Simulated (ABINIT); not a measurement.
Input and output of a self-consistent single point for ZnO (P6_3mc, 4 atoms in the cell) (ABINIT).

Method of the run: LDA (PW92), PAW (JTH v2.0 LDA PAW) (plane waves; ABINIT).

```yaml
crystal:
  lattice:
    - [3.16451, 0.00000, 0.00000]
    - [-1.58225, 2.74055, 0.00000]
    - [0.00000, 0.00000, 5.10456]
  atoms:
    - { symbol: Zn, position: [0.66667, 0.33333, 0.50059] }
    - { symbol: Zn, position: [0.33333, 0.66667, 0.00059] }
    - { symbol: O, position: [0.66667, 0.33333, 0.87972] }
    - { symbol: O, position: [0.33333, 0.66667, 0.37972] }
```

Reference input (self-consistent single point, DFT, PBE, plane waves, PAW (JTH v2.0 PBE PAW)): pseudos = [Zn.GGA_PBE-JTH.xml, O.GGA_PBE-JTH.xml]; ecut = 816 eV; pawecutdg = 1633 eV; pawxcdev = 0; occopt = 1; ngkpt = 10 10 5; nshiftk = 1; shiftk = 0 0 0; potentials = JTH v2.0 PBE PAW; nband = 21; kptopt = 1; nstep = 100. This run's input differs from it in these lines:

```diff
@@ -1,4 +1,4 @@
-# ZnO, JTH v2.0 PBE PAW
+# ZnO, JTH v2.0 LDA PAW
 pp_dirpath "./"
-pseudos "Zn.GGA_PBE-JTH.xml, O.GGA_PBE-JTH.xml"
+pseudos "Zn.LDA_PW-JTH.xml, O.LDA_PW-JTH.xml"
 acell 3.1645093935 3.1645093935 5.1045640000 Angstrom
```

Its files differ too (potentials: JTH v2.0 PBE PAW → JTH v2.0 LDA PAW).

The program printed (abridged):

```
--- !BeginCycle
solver: {iscf: 17, nstep: 100, nline: 4, wfoptalg: 10, }
tolerances: {toldfe: 1.00E-09, }
...

     iter   Etot(hartree)      deltaE(h)  residm     nres2
 ETOT  1  -159.04167991646    -1.590E+02 1.123E+01 2.381E+01
 ETOT  2  -161.61439087273    -2.573E+00 6.883E-01 1.803E+02
 ETOT  3  -161.45047834844     1.639E-01 3.451E-01 9.434E+01
 ETOT  4  -161.39526880135     5.521E-02 2.115E-01 2.442E+00
 ETOT  5  -161.43974823807    -4.448E-02 1.365E-01 2.815E+01
   [... 36 lines left out ...]
 ETOT 42  -161.40259005350     4.172E-09 9.289E-05 6.619E-08
 ETOT 43  -161.40259005457    -1.068E-09 2.831E-04 2.805E-07
 ETOT 44  -161.40259005445     1.225E-10 7.093E-05 1.460E-07
 ETOT 45  -161.40259005431     1.372E-10 2.783E-04 3.413E-09
 At SCF step   45, etot is converged :
  for the second time, diff in etot=  1.372E-10 < toldfe=  1.000E-09

 Cartesian components of stress tensor (hartree/bohr^3)
  sigma(1 1)= -1.01606211E-04  sigma(3 2)=  0.00000000E+00
  sigma(2 2)= -1.01606210E-04  sigma(3 1)=  0.00000000E+00
  sigma(3 3)= -1.08425417E-04  sigma(2 1)= -4.17673277E-13

 ----iterations are completed or convergence reached----

 reduced coordinates (array xred) for    4 atoms
       0.666666666667      0.333333333333      0.500590000000
       0.333333333333      0.666666666667      0.000590000000
       0.666666666667      0.333333333333      0.879720000000
       0.333333333333      0.666666666667      0.379720000000
 cartesian forces (eV/Angstrom) at end:
    1     -0.00000000000000     0.00000000000000     0.00559646923524
   [... lines left out ...]
 Fermi (or HOMO) energy (hartree) =   0.25345   Average Vxc (hartree)=  -0.40456
 Fermi (or HOMO) energy (eV) =   6.89683   Average Vxc (eV)= -11.00851
   [... lines left out ...]
local_psp           : -1.45007472477982E+02
total_energy        : -1.61402555238163E+02
total_energy_eV     : -4.39198688657051E+03
...

-Cartesian components of stress tensor (GPa)         [Pressure=  3.0562E+00 GPa]
- sigma(1 1)= -2.98935744E+00  sigma(3 2)=  0.00000000E+00
- sigma(2 2)= -2.98935742E+00  sigma(3 1)=  0.00000000E+00
- sigma(3 3)= -3.18998537E+00  sigma(2 1)= -1.22883700E-08

 Calculation completed.
```

The run converged in 45 iterations. Against the reference run the pressure goes from 16.89 to 3.06 GPa, the largest force goes from 0.001 to 0.006 eV/Å and the gap on the mesh goes from 0.890 to 0.832 eV.

The starting cell comes from a database of computed structures (which also holds hypothetical and non-ambient phases and stackings), without a prior relaxation at this level. Its lattice was rescaled by a random factor within 2.5 % of one. With a pressure of about 3 GPa the cell is away from its equilibrium volume at this level.

Cost on one core of a shared machine: roughly 3 min.
